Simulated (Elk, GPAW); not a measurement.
A GPAW input for a self-consistent single point of FeO (Fm-3m, 4 atoms in the cell) (DFT PBE, plane waves, GPAW PAW datasets PBE (gpaw-data 1.0.1)):

```python
from ase import Atoms
from ase.units import GPa
from gpaw import GPAW, PW, FermiDirac

atoms = Atoms(['Fe', 'Fe', 'O', 'O'],
              cell=[[4.343856, 2.171928, 2.171928],
                    [2.171928, 4.343856, 2.171928],
                    [2.171928, 2.171928, 4.343856]],
              scaled_positions=[[0.000000, 0.000000, 0.000000],
                                [0.500000, 0.500000, 0.500000],
                                [0.250000, 0.250000, 0.250000],
                                [0.750000, 0.750000, 0.750000]],
              pbc=True)

atoms.set_initial_magnetic_moments([4.0, -4.0, 0.0, 0.0])

calc = GPAW(spinpol=True,
            mode=PW(900),
            xc='PBE',
            kpts=(7, 7, 7),
            occupations=FermiDirac(0.02),
            nbands=-4,
            convergence={'density': 1e-05, 'energy': 1e-05, 'bands': -2},
            symmetry={'symmorphic': False, 'tolerance': 0.0005},
            maxiter=100)

atoms.calc = calc

energy = atoms.get_potential_energy()
print('Energy (eV):', round(energy, 6))
forces = atoms.get_forces()
print('Forces (eV/Ang):')
print(forces.round(5))
stress = atoms.get_stress()
print('Stress (GPa, Voigt):', (stress / GPa).round(4))
```

Question: Write the same calculation as an input for Elk.

Answer: This is the input that was run; spellings and numerical settings could be chosen otherwise.

```
tasks
  0

xctype
  20

spinpol
  .true.

reducebf
  0.8

rgkmax
  7.5

gmaxvr
  14.0

nxoapwlo
  1

rmtscf
  0.91

nempty
  8

swidth
  0.000734986

maxscl
  100

scale
  1.889726125

avec
    4.3438560000    2.1719280000    2.1719280000
    2.1719280000    4.3438560000    2.1719280000
    2.1719280000    2.1719280000    4.3438560000

sppath
  'species/'

atoms
  2
  'Fe.in'
  2
  0.0000000000  0.0000000000  0.0000000000    0.0 0.0 -2.0
  0.5000000000  0.5000000000  0.5000000000    0.0 0.0 2.0
  'O.in'
  2
  0.2500000000  0.2500000000  0.2500000000    0.0 0.0 0.0
  0.7500000000  0.7500000000  0.7500000000    0.0 0.0 0.0

ngridk
  7 7 7
```

Basis settings and potentials, where a program has them, do not carry over. This input uses DFT, PBE, all-electron FP-LAPW, Elk's shipped species files, LAPW+lo basis. Both were run: size of the net moment 0.00 μB/atom in GPAW and 0.00 in Elk.

On GPAW: the starting cell has typed, rounded lattice constants, without a prior relaxation at this level. Its lattice was rescaled by a random factor within 2.5 % of one. The magnetic order is the one reached from the typed start; others were not searched systematically.

On Elk: the starting cell has typed, rounded lattice constants, without a prior relaxation at this level. Its lattice was rescaled by a random factor within 2.5 % of one. The magnetic order is the one reached from the typed start; others were not searched systematically. Values depend on the basis (sphere radii, cutoffs, local orbitals), which need not be converged.
